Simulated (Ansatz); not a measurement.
Electronic density of states of amorphous Si₂₀P₂O₄₅, density 2.15 g/cm³, on a 2×2×2 Γ-centred mesh with a Gaussian width of 0.1 eV; energies count from the Fermi level, whose place inside the gap is arbitrary. Cell and mesh are small, so fine structure isn't converged. Computed with PBE, scalar-relativistic without spin-orbit coupling (plane waves to 420 eV, PAW; Ansatz, an electronic-structure program). Sampling: a 2×2×2 Γ-centred mesh; Fermi-Dirac width 0.02 eV; no spin polarisation. At PBE the levels at the filled edge of the gap are localised (band-tail or defect states), and the nearest spread-out levels lie 5.5 eV apart at the zone centre.

Preparation: random packing, a CHGNet melt and quench, and a DFT relaxation. O atoms were pushed apart under 1.9 Å during the dynamics, to hinder bonds among them. The hot cell started wider than the set density and was brought back towards it in steps. It is the lowest in DFT energy of 2 quenches. It is a model cell: composition and starting density were chosen by hand, and all elements were melted together. No dispersion term was used. Its density started from a set value of 2.15 and ended at 2.15 g/cm³. The simulated quench (nominally 140 K/ps over its main leg) is rapid and tends to freeze in more defects than a deposited or slowly cooled glass has. A cell of this size samples the disorder only roughly. The volume was held where the preparation left it, at a PBE pressure of 2.0 GPa. Stress components on the final sampling reach 4.0 GPa.

| E - EF (eV) | states/(eV atom) |
|---|---|
| -12.00 | 0.13 |
| -11.90 | 0.15 |
| -11.80 | 0.20 |
| -11.70 | 0.18 |
| -11.60 | 0.20 |
| -11.50 | 0.19 |
| -11.40 | 0.16 |
| -11.30 | 0.14 |
| -11.20 | 0.15 |
| -11.10 | 0.19 |
| -11.00 | 0.20 |
| -10.90 | 0.17 |
| -10.80 | 0.19 |
| -10.70 | 0.20 |
| -10.60 | 0.15 |
| -10.50 | 0.15 |
| -10.40 | 0.19 |
| -10.30 | 0.21 |
| -10.20 | 0.22 |
| -10.10 | 0.25 |
| -10.00 | 0.24 |
| -9.90 | 0.23 |
| -9.80 | 0.22 |
| -9.70 | 0.25 |
| -9.60 | 0.26 |
| -9.50 | 0.23 |
| -9.40 | 0.21 |
| -9.30 | 0.18 |
| -9.20 | 0.21 |
| -9.10 | 0.26 |
| -9.00 | 0.31 |
| -8.90 | 0.34 |
| -8.80 | 0.42 |
| -8.70 | 0.46 |
| -8.60 | 0.49 |
| -8.50 | 0.42 |
| -8.40 | 0.48 |
| -8.30 | 0.44 |
| -8.20 | 0.40 |
| -8.10 | 0.49 |
| -8.00 | 0.44 |
| -7.90 | 0.37 |
| -7.80 | 0.37 |
| -7.70 | 0.39 |
| -7.60 | 0.25 |
| -7.50 | 0.12 |
| -7.40 | 0.18 |
| -7.30 | 0.21 |
| -7.20 | 0.23 |
| -7.10 | 0.34 |
| -7.00 | 0.35 |
| -6.90 | 0.26 |
| -6.80 | 0.27 |
| -6.70 | 0.31 |
| -6.60 | 0.32 |
| -6.50 | 0.37 |
| -6.40 | 0.41 |
| -6.30 | 0.54 |
| -6.20 | 0.62 |
| -6.10 | 0.59 |
| -6.00 | 0.54 |
| -5.90 | 0.61 |
| -5.80 | 0.68 |
| -5.70 | 0.73 |
| -5.60 | 0.67 |
| -5.50 | 0.64 |
| -5.40 | 0.77 |
| -5.30 | 0.89 |
| -5.20 | 0.90 |
| -5.10 | 0.85 |
| -5.00 | 0.89 |
| -4.90 | 0.91 |
| -4.80 | 0.87 |
| -4.70 | 0.82 |
| -4.60 | 0.88 |
| -4.50 | 0.93 |
| -4.40 | 0.86 |
| -4.30 | 0.82 |
| -4.20 | 0.83 |
| -4.10 | 0.78 |
| -4.00 | 0.71 |
| -3.90 | 0.66 |
| -3.80 | 0.63 |
| -3.70 | 0.61 |
| -3.60 | 0.59 |
| -3.50 | 0.55 |
| -3.40 | 0.50 |
| -3.30 | 0.46 |
| -3.20 | 0.25 |
| -3.10 | 0.08 |
| -3.00 | 0.19 |
| -2.90 | 0.33 |
| -2.80 | 0.26 |
| -2.70 | 0.09 |
| -2.60 | 0.10 |
| -2.50 | 0.16 |
| -2.40 | 0.15 |
| -2.30 | 0.14 |
| -2.20 | 0.03 |
| -2.10 | 0.00 |
| -2.00 | 0.00 |
| -1.90 | 0.00 |
| -1.80 | 0.00 |
| -1.70 | 0.00 |
| -1.60 | 0.00 |
| -1.50 | 0.00 |
| -1.40 | 0.00 |
| -1.30 | 0.00 |
| -1.20 | 0.00 |
| -1.10 | 0.00 |
| -1.00 | 0.00 |
| -0.90 | 0.00 |
| -0.80 | 0.00 |
| -0.70 | 0.00 |
| -0.60 | 0.00 |
| -0.50 | 0.00 |
| -0.40 | 0.00 |
| -0.30 | 0.00 |
| -0.20 | 0.00 |
| -0.10 | 0.00 |
| 0.00 | 0.00 |
| 0.10 | 0.00 |
| 0.20 | 0.00 |
| 0.30 | 0.00 |
| 0.40 | 0.00 |
| 0.50 | 0.00 |
| 0.60 | 0.00 |
| 0.70 | 0.00 |
| 0.80 | 0.00 |
| 0.90 | 0.00 |
| 1.00 | 0.00 |
| 1.10 | 0.00 |
| 1.20 | 0.00 |
| 1.30 | 0.00 |
| 1.40 | 0.00 |
| 1.50 | 0.00 |
| 1.60 | 0.00 |
| 1.70 | 0.00 |
| 1.80 | 0.00 |
| 1.90 | 0.00 |
| 2.00 | 0.00 |
| 2.10 | 0.00 |
| 2.20 | 0.01 |
| 2.30 | 0.02 |
| 2.40 | 0.01 |
| 2.50 | 0.00 |
| 2.60 | 0.01 |
| 2.70 | 0.04 |
| 2.80 | 0.05 |
| 2.90 | 0.05 |
| 3.00 | 0.08 |
| 3.10 | 0.08 |
| 3.20 | 0.05 |
| 3.30 | 0.05 |
| 3.40 | 0.09 |
| 3.50 | 0.07 |
| 3.60 | 0.09 |
| 3.70 | 0.11 |
| 3.80 | 0.08 |
| 3.90 | 0.08 |
| 4.00 | 0.09 |
| 4.10 | 0.11 |
| 4.20 | 0.14 |
| 4.30 | 0.15 |
| 4.40 | 0.19 |
| 4.50 | 0.26 |
| 4.60 | 0.24 |
| 4.70 | 0.25 |
| 4.80 | 0.31 |
| 4.90 | 0.35 |
| 5.00 | 0.36 |
| 5.10 | 0.30 |
| 5.20 | 0.28 |
| 5.30 | 0.33 |
| 5.40 | 0.35 |
| 5.50 | 0.38 |
| 5.60 | 0.48 |
| 5.70 | 0.52 |
| 5.80 | 0.49 |
| 5.90 | 0.55 |

The level gap on this mesh is 4.63 eV; the broadening fills part of it in the curve.
